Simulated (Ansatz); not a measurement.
Ansatz (a first-principles code) run on Bi (Im-3m, 1 atom in the cell): self-consistent single point.

Method: PBEsol, harder PAW files (source: ansatz) made with PBE (plane waves; Ansatz).

```
Bi
1.0
   -1.98737     1.98737     1.98737
    1.98737    -1.98737     1.98737
    1.98737     1.98737    -1.98737
Bi
1
Direct
  0.00000   0.00000   0.00000
```

Reference input (self-consistent single point, DFT, PBEsol, plane waves, default PAW files made with PBE): basis.ecutwfc = 420 eV; kpoints.mp_grid.grid = 12 12 12; hamiltonian.xc = pbesol; hamiltonian.pseudopotentials = {kind: paw} (the program's default PAW files); scf.occupations.method = gaussian; scf.occupations.width = 0.1 eV. This run's input differs from it in these lines:

Ansatz 0.2 input:
```diff
@@ -8,3 +8,3 @@
 basis:
-  ecutwfc: 420.0
+  ecutwfc: 225.0
 kpoints:
@@ -13,3 +13,3 @@
   xc: pbesol
-  pseudopotentials: { kind: paw }
+  pseudopotentials: { kind: paw, source: ansatz }
 scf:
```

Output, abridged:

```
SCF iter   1: F=—  HF=-15889.625921 eV  |F-HF|=—  |Δ(HF+E_count)|=         —  Δρ=2.59e-1  dr2=8.23e0  ethr=3.10e-3  ⟨swp⟩=4.4  Hψ=4931  notcnv=0
all-band conjugate gradients solve this SCF's bands
preconditioner: auto → Kerker (q_TF=auto, 2.590 Å⁻¹)
SCF iter   2: F=—  HF=-15887.313244 eV  |F-HF|=—  |Δ(HF+E_count)|=    2.31e0  Δρ=1.26e-1  dr2=1.96e0  ethr=3.10e-3  ⟨swp⟩=2.0  Hψ=2845  notcnv=0  defer=35
   [... lines left out ...]
SCF iter   4: F=—  HF=-15886.406382 eV  |F-HF|=—  |Δ(HF+E_count)|=   1.69e-2  Δρ=1.41e-3  dr2=2.72e-4  ethr=6.09e-5  ⟨swp⟩=2.0  Hψ=2175  notcnv=0  defer=35
SCF iter   5: F=—  HF=-15886.406633 eV  |F-HF|=—  |Δ(HF+E_count)|=   2.51e-4  Δρ=9.74e-5  dr2=2.41e-6  ethr=1.18e-6  ⟨swp⟩=1.6  Hψ=1340  notcnv=0  defer=35
SCF iter   6: F=—  HF=-15886.406627 eV  |F-HF|=—  |Δ(HF+E_count)|=   6.65e-6  Δρ=1.91e-5  dr2=8.15e-8  ethr=4.35e-10  ⟨swp⟩=6.5  Hψ=5029  notcnv=0
SCF iter   7: F=-15886.406627 eV  HF=-15886.406627 eV  |F-HF|=1.38e-9  |Δ(HF+E_count)|=   2.64e-8  Δρ=3.56e-6  dr2=2.42e-9  ethr=3.54e-10  ⟨swp⟩=1.6  Hψ=3272  notcnv=0
SCF 1 converged in 7 iterations: F = -15886.406627 eV  dr2 = 2.42e-9
Free energy (F): -15886.406627 eV
Internal energy: -15886.403130 eV  (E = F + TS)
E sigma→0 (E₀):  -15886.404878 eV
Entropy (-TS):   -0.003496 eV (-3.496 meV/atom)
Fermi energy:    13.140396 eV
--- Forces (eV/Å), atoms counted from 1 ---
  atom   1  Bi     0.00000000    -0.00000000     0.00000000
--- Stress (GPa, compression-positive) ---
       -7.780609      -0.000000      -0.000000
       -0.000000      -7.780609       0.000000
       -0.000000       0.000000      -7.780609
  P = ⅓ Tr σ = -7.7806 GPa (-77.806 kbar)
  The stress holds the Pulay correction. Without it, at fixed plane waves, as pw.x and ABINIT print it: P = -794.5595 GPa
```

The run converged in 7 iterations. Against the reference run the pressure goes from -2.66 to -7.78 GPa.

The starting cell comes from a database of computed structures (which also holds hypothetical and non-ambient phases and stackings), without a prior relaxation at this level. Its lattice was rescaled by up to half a per cent. Ansatz's pressure includes its estimate of the finite-basis (Pulay) stress. Without the estimate this run gives -794.56 GPa. The cutoff lies below the one recommended for these files.
